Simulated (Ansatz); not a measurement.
1T (CdI2-type) MgI₂ was calculated with RPBE (Ansatz, a first-principles code, PAW).

Settings: plane-wave cutoff 520 eV, 12×12×6 k mesh (along the axes of the cell as run), Fermi–Dirac smearing 0.01 eV, scalar-relativistic PAW data made under PBE.

Response to compression and expansion:

Shape and atoms are relaxed at each volume.

```csv
V (Å³/atom),P (GPa),direct gap at Γ (eV),smallest gap on the k mesh (eV),c (Å)
44.019,0.08,3.811,3.753,8.339
44.936,0.04,3.810,3.754,8.503
45.853,0.00,3.810,3.757,8.661
46.770,-0.03,3.808,3.757,8.824
47.688,-0.05,3.809,3.758,8.989
```

The fundamental gap (3.76 eV at the equilibrium volume, with added k points) lies elsewhere than Γ–Γ.

Note: for a layered or molecular solid the relaxed cell lies over 5 % above the published volume, where the minimum can be shallow; the cell comes from a level without a dispersion term, which matters for the spacing of layers, chains or molecules.

Spin–orbit coupling is not included; with these elements it can move the gap by several tenths of an eV or more.
